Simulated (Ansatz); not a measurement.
## BN: pressure series

Start from BN in the zinc blende structure (space group F-43m, No. 216; a = 3.625 Å).

Cell and atoms are relaxed at each pressure.

Computed with PBE in Ansatz (plane waves to 420 eV, PAW, no spin-orbit coupling).

Notes on the quantities. enthalpy: H = E + PV relative to the base's energy.

| change | density | enthalpy |
|---|---|---|
| base | 3.46 g/cm³ | – |
| pressure −2 GPa | [?] | -0.07 eV/atom |
| pressure −1 GPa | 3.45 g/cm³ | -0.04 eV/atom |
| pressure 0.9 GPa | 3.47 g/cm³ | +0.03 eV/atom |
| pressure 2.1 GPa | 3.48 g/cm³ | +0.08 eV/atom |
| pressure 4.5 GPa | 3.50 g/cm³ | +0.17 eV/atom |
| pressure 9 GPa | [?] | +0.33 eV/atom |
| pressure 15 GPa | 3.59 g/cm³ | +0.55 eV/atom |
| pressure 22.5 GPa | 3.66 g/cm³ | +0.81 eV/atom |
| pressure 30 GPa | [?] | +1.07 eV/atom |

**Question.** What belongs in the blanks?

**Answer.** 
- pressure −2 GPa, density: 3.44 g/cm³
- pressure 9 GPa, density: 3.54 g/cm³
- pressure 30 GPa, density: 3.72 g/cm³

Load acts through the strain it causes; cell and atoms are relaxed under it. No phonon test of stability was made. No other phases were tried under pressure.

Ansatz is a first-principles code.
